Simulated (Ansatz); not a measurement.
## Zr in the hcp (Mg type) structure (space group P6_3/mmc, No. 194)

Zr is taken in the hexagonal space group P6₃/mmc (No. 194), the hcp (Mg type) structure, Pearson symbol hP2. Cell: a = b = 3.184 Å, c = 5.116 Å, α = β = 90.00°, γ = 120.00°. Zr on 2d has 12 Zr at 3.150–3.184 Å (anticuboctahedral). (Neighbours: up to the widest gap in distance over summed covalent radii, below 1.35, at either atom.)

The values are results of PBEsol (Ansatz, a quantum-chemistry and plane-wave program), without spin-orbit coupling, not measurements. Γ-centred 17×17×9 mesh, Fermi–Dirac width 0.05 eV.

```yaml
volume_per_atom: 22.46 Å³
density: 6.74 g/cm³
band_gap: zero
total_energy: -4128.636 eV/atom (σ→0; compares only within this code and set-up)
```

Whether these cells are dynamically stable was not tested. All final runs are without spin polarisation.
